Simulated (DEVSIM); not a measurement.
Device: Schottky contact on n-type GaN, at 300 K.

Layer 1 from the left is GaN, thickness (μm) 5.60, Nd (cm⁻³) 3.8e16, τn (s) 4.3e-8, τp (s) 4.3e-8.

Left contact: Schottky, work function 5.29 eV, emission velocity 6.6e6 cm/s. Right contact: ohmic. Voltage is applied to the left contact. Recombination: SRH at mid-gap, radiative. Mobility is constant in doping.

This is a model device: material constants are rounded textbook-type values typed into the input, and sizes, dopings and lifetimes were drawn at random. Values at 300 K.

GaN: gap (eV) 3.43, affinity (eV) 4.1, permittivity 9.5, Nc (cm⁻³) 2.3e18, Nv (cm⁻³) 4.6e19, μn (cm²/Vs) 1200, μp (cm²/Vs) 100, B (cm³/s) 1e-11.

Simulated with DEVSIM: 1D drift-diffusion, Boltzmann statistics, complete ionisation; no tunnelling, impact ionisation, image-force lowering or self-heating. Metal contacts follow the ideal Schottky-Mott rule: no Fermi-level pinning, no interface dipoles.

Dark forward current:

```tsv
|V| (V)	|J| (A/cm²)
0.05	1.404e-13
0.10	1.110e-12
0.15	7.812e-12
0.20	5.411e-11
0.25	3.739e-10
0.30	2.582e-9
0.35	1.783e-8
0.40	1.231e-7
0.45	8.496e-7
0.50	5.862e-6
0.55	4.043e-5
0.60	0.0002787
0.65	0.001920
0.70	0.01322
0.75	0.09082
0.80	0.6221
0.85	4.210
0.90	26.79
0.95	132.5
1.00	402.6
1.05	812.5
1.10	1302
1.15	1835
1.20	2395
```

Q: Work out the local ideality factor n = ΔV / (kT/q · ln(J2/J1)) between the rows 0.15 and 0.20 V, 1.15 and 1.20 V.

A: kT/q = 25.85 mV. From 0.15 to 0.20 V: ln(5.411e-11/7.812e-12) = 1.935, n = 1.00, near the 1 of diffusion or emission over a barrier. From 1.15 to 1.20 V: ln(2395/1835) = 0.266, n = 7.26; the layers' resistance at their doping, Σ W/(qμN) = 7.7e-5 Ω cm², would take 43 mV of this step of 50 mV.

Q: Estimate the current at 0.50 V for emission alone, J0 = q v N_band exp(−φB/kT), and read the barrier back from the simulated current.

A: φB = 1.190 eV, N_band = 2.30e18 cm⁻³, J0 = 2.47e-14 A/cm²; J = J0 (exp(qV/kT) − 1) = 6.22e-6 A/cm². The simulation gives 5.86e-6 A/cm²; the estimate lies 6.1 % above. Read backwards, the simulated current gives an apparent barrier of 1.192 eV. The estimate leaves out transport through the depletion region and minority injection.
